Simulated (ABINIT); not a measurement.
A zone-centre phonon calculation of MgAu (Pm-3m, 2 atoms in the cell) with ABINIT.

Method: LDA (PW92), norm-conserving pseudopotentials (PseudoDojo nc-sr-04 LDA standard) (plane waves; ABINIT 10.0.3).

Input as run:

```
# MgAu, PseudoDojo nc-sr-04 LDA standard
pp_dirpath "./"
pseudos "Mg.upf, Au.upf"
acell 3*1.0
rprim
         6.1199026210    0.0000000000    0.0000000000
         0.0000000000    6.1199026210    0.0000000000
         0.0000000000    0.0000000000    6.1199026210
natom 2
ntypat 2
znucl 12 79
typat 1 2
xred
         0.5000000000    0.5000000000    0.5000000000
         0.0000000000    0.0000000000    0.0000000000
ecut 84 Ry
ixc 7
occopt 7
tsmear 0.00367493
nband 21
kptopt 1
ngkpt 7 7 7
nshiftk 1
shiftk 0 0 0
istwfk *1
nstep 100
tolvrs1 1.0e-16
ndtset 2
prtwf1 1
getwfk2 1
kptopt2 2
nqpt2 1
qpt2 0 0 0
tolvrs2 1.0e-09
rfphon2 1
asr 0
enunit 2
```

Output, abridged:

```
--- !BeginCycle
solver: {iscf: 7, nstep: 100, nline: 4, wfoptalg: 0, }
tolerances: {tolvrs: 1.00E-16, }
...

     iter   Etot(hartree)      deltaE(h)  residm     vres2
 ETOT  1  -206.77075409727    -2.068E+02 8.053E-02 1.804E+02
 ETOT  2  -206.83696027292    -6.621E-02 1.891E-02 1.932E+02
 ETOT  3  -206.88080268741    -4.384E-02 5.273E-03 2.717E-01
 ETOT  4  -206.88083662191    -3.393E-05 1.007E-03 2.775E-02
 ETOT  5  -206.88084046191    -3.840E-06 7.318E-04 3.848E-05
   [... 3 lines left out ...]
 ETOT  9  -206.88084046714    -4.462E-12 7.632E-05 2.002E-11
 ETOT 10  -206.88084046714     4.690E-12 6.453E-05 5.947E-13
 ETOT 11  -206.88084046713     5.912E-12 2.316E-05 4.711E-16
 ETOT 12  -206.88084046714    -4.661E-12 1.824E-05 4.323E-19
 At SCF step   12       vres2   =  4.32E-19 < tolvrs=  1.00E-16 =>converged.

 Cartesian components of stress tensor (hartree/bohr^3)
  sigma(1 1)=  7.70554016E-05  sigma(3 2)=  0.00000000E+00
  sigma(2 2)=  7.70554016E-05  sigma(3 1)=  0.00000000E+00
  sigma(3 3)=  7.70554016E-05  sigma(2 1)=  0.00000000E+00

 ----iterations are completed or convergence reached----

 reduced coordinates (array xred) for    2 atoms
       0.500000000000      0.500000000000      0.500000000000
       0.000000000000      0.000000000000      0.000000000000
 cartesian forces (eV/Angstrom) at end:
    1     -0.00000000000000    -0.00000000000000    -0.00000000000000
    2     -0.00000000000000    -0.00000000000000    -0.00000000000000
 frms,max,avg= 0.0000000E+00 0.0000000E+00   0.000E+00  0.000E+00  0.000E+00 e/A
   [... lines left out ...]
 Fermi (or HOMO) energy (hartree) =   0.35074   Average Vxc (hartree)=  -0.44323
 Fermi (or HOMO) energy (eV) =   9.54425   Average Vxc (eV)= -12.06096
total_energy        : -2.06880840467139E+02
-Cartesian components of stress tensor (GPa)         [Pressure= -2.2670E+00 GPa]
 Unit cell volume ucvol=  2.2920999E+02 bohr^3
   [... lines left out ...]
-  2.531773E+01
 Phonon frequencies in cm-1    :
-  7.105571E+00  7.105571E+00  7.105571E+00  2.042013E+02  2.042013E+02
-  2.042013E+02
 Phonon frequencies in Thz     :
-  2.130197E-01  2.130197E-01  2.130197E-01  6.121800E+00  6.121800E+00
-  6.121800E+00
 Phonon energies in Kelvin  :
-  1.022332E+01  1.022332E+01  1.022332E+01  2.937997E+02  2.937997E+02
-  2.937997E+02

 Calculation completed.
```

The run converged in 12 iterations. 

Summary of the result:
* **Free energy E − TS**: -5629.51 eV
* **Fermi level (on the code's own zero)**: 9.54 eV
* **Pressure**: -2.27 GPa
* **Zone-centre frequencies (cm⁻¹; negative means imaginary; no sum rule applied)**: 7, 7, 7, 204, 204, 204

The starting cell comes from a database of computed structures (which also holds hypothetical and non-ambient phases and stackings), without a prior relaxation at this level. Its lattice was rescaled by a random factor within 2.5 % of one.

Cost on one core of a shared machine: roughly 2 min.
